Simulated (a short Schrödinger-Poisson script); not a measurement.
Structure: gated In0.52Al0.48As/In0.53Ga0.47As δ-doped gas in a quantum well, at 20 K.

```csv
layer,material,thickness (nm),Na (cm⁻³)
1,In0.52Al0.48As,20,-
2,In0.52Al0.48As,2,-
3,In0.53Ga0.47As,8,-
4,In0.52Al0.48As,4000,4e14
```

Constants are typed, rounded textbook-type inputs, not results; the design itself was drawn at random and stands for no fabricated device. In0.52Al0.48As: permittivity 12.5, conduction-band edge (eV) 0.52, gap (eV) 1.45, electron mass (mₑ) 0.075, Nv at 300 K (cm⁻³) 1.1e19. In0.53Ga0.47As: permittivity 13.9, conduction-band edge (eV) 0, gap (eV) 0.74, Nv at 300 K (cm⁻³) 7.7e18.

Channel valleys (confinement mass, in-plane density-of-states mass, number): Γ 0.041, 0.041, 1. At the gate the conduction-band edge of layer 1 lies 0.65 eV − eVg above the Fermi level of the channel; the field vanishes at the back. Sheet of ionised δ-doping: +1.5e12 e/cm² at 20 nm from the gate. The barrier under the gate holds no holes. Gaps are held at their typed values at every temperature. Mesh 0.08 nm at interfaces.

Solved with a short Schrödinger-Poisson script written for these runs: 1D Poisson equation in equilibrium, electrons quantum, Hartree (BenDaniel-Duke, 40 states a valley, the channel's in-plane mass for all, wave functions free to enter the barrier), parabolic valleys, classical holes, full ionisation, no traps, pinning or gate leakage.

The same stack at other levels of the model or other numerical settings:

```tsv
run	sheet density of all electrons at Vg = 0.4 V (cm⁻²)	sheet density of all electrons at Vg = -0.1 V (cm⁻²)	capacitance at Vg = 0.4 V (μF/cm²)	centroid of the channel electrons at Vg = 0.4 V (nm)	rough cost against the base
base	1.49e12	2.63e11	0.395	3.64	about 1
electrons treated as classical, Boltzmann	2.08e12	?	?	0.39	0.03
electrons treated as classical, Fermi-Dirac	1.54e12	?	0.393	3.46	0.10
electrons treated as quantum, Hartree plus LDA exchange-correlation	1.52e12	2.84e11	0.398	3.63	1
mesh six times as coarse	1.48e12	2.61e11	0.395	3.64	0.3
one subband a valley	1.49e12	2.63e11	0.395	3.64	0.2
```

Task: Complete the blanks.

Result: 
- electrons treated as classical, Boltzmann, sheet density of all electrons at Vg = -0.1 V (cm⁻²): 5.25e11
- electrons treated as classical, Fermi-Dirac, sheet density of all electrons at Vg = -0.1 V (cm⁻²): 3.57e11
- electrons treated as classical, Boltzmann, capacitance at Vg = 0.4 V (μF/cm²): 0.499

The classical rows ignore confinement, and Boltzmann statistics overrate the density once the band edge passes the Fermi level.
